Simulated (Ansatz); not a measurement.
**How the bulk modulus of Pt3AlC (model structure, started from the Ni3MgC type, Pm-3m, No. 221, 5 atoms in the cell) moves with the method**

No measured value is used here.

| level (code) | value (GPa) | cell (Å³/atom) |
|---|---|---|
| LDA (Ansatz) | … | 13.86 |
| PBE (Ansatz) | 206 | 14.58 |
| PBEsol (Ansatz) | 230 | 14.12 |

Task: Complete the blanks.

Result: 
- LDA (Ansatz, a first-principles code), value (GPa): 242

Density-functional levels without +SOC have no spin–orbit coupling. LDA, PBE, PBEsol: the bulk modulus is −V dP/dV from two relaxed cells at ±2 % in volume. Each level is taken at its own relaxed cell. Ansatz's density-functional and Hartree–Fock values are scalar-relativistic unless marked +SOC, with PAW data made under PBE.

A model structure was made by putting elements into a prototype or built by hand; it is no filed structure, need not be a known phase, and can be a saddle point held by its symmetry.
